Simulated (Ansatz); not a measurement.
## InAs under a change: isotropic strain +1.50 %

Consider InAs in the zinc blende structure (space group F-43m, No. 216; a = 6.186 Å).

Modification: an isotropic linear strain of +1.50 %; the atoms relax in the strained cell.

All numbers come from PBE (Ansatz, a first-principles code, PAW, no spin-orbit coupling). k-mesh 9×9×9 (Γ-centred); smearing 0.05 eV (Fermi–Dirac).

Volume per atom: 30.95 Å³ (base 29.59 Å³)
Space group: F-43m (No. 216) (base F-43m (No. 216))
Shortest interatomic distance: 2.719 Å (base 2.679 Å)
Energy relative to the base (free energy F): +8.5 meV/atom
Pressure: -1.9 GPa (base 0.0 GPa)
Band gap: zero (base zero)

Cost of the whole job for the changed cell (relaxation, final SCF and bands): very roughly 10 core-seconds.

Stability against distortions was not tested. The final runs are not spin-polarised. The zero or small gap of InAs can change with the level of theory.
